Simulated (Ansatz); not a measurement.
# MoSi2: stress against strain

MoSi2 (MoSi2 type, I4/mmm, 13.267 Å³/atom and stress up to 0.01 GPa in the relaxed cell, c along z) under a strain ε along c (axis z), the other axes held. PBEsol in Ansatz, a plane-wave DFT program (PAW, default set), 420 eV, 25×25×25 Γ-centred mesh, Fermi-Dirac smearing 0.10 eV; ions are relaxed, or left where forces stay under 0.02 eV/Å, within the symmetry of each cell. Stress is positive for a compressed cell.

Here s stands for strain and y for stress zz.

```
strain (%)  stress zz (GPa)
----------  ---------------
-1.50                  8.34
-1.00                  5.43
-0.50                  2.66
0.00                  -0.01
0.50                  -2.55
1.00                  -4.96
1.50                  -7.26
3.00                      ?
```

The 7 complete rows are fitted with a straight line, y against s. Means: s 0, y 0.236. About the means, the sum of products is -36.395 and the sum of squares of s is 7.0000; the slope is their ratio. Least squares gives y = 0.236 - 5.1993·s. Residuals (row less fit): 0.305, -0.005, -0.176, -0.246, -0.186, 0.003, 0.303; standard error 0.249 (degrees of freedom: 5). The slope gives the elastic constant C33 = about 520 GPa.

### Question
Estimate the missing y (s = 3.00); what did the run itself give?

### Answer
y = 0.236 - 5.1993 × 3.0 = -15.362 GPa. The calculation gives -13.51 GPa, 1.852 GPa above the prediction (8.5 % of the range of y in the table). The row lies outside the fitted rows, so this is an extrapolation. From the scatter of the fitted rows alone, a prediction at this place has a standard error of 0.389 GPa, so the miss is 4.8 times that.

A polynomial of degree 2 through the 12 other runs of the series gives -13.44 there, so most of the miss is curvature that the fit leaves out. In a metal these values are sensitive to mesh and smearing; energies are taken to zero smearing, stresses follow the free energy. Rows are the converged runs of the series near zero and its far end; series whose fitted rows scatter by over a few per cent of the range, as at a crossing or softening among them, aren't shown in this form, nor equations of state whose B0' disagrees with the runs' pressures. Most that stay on the fit to the last digits aren't either.
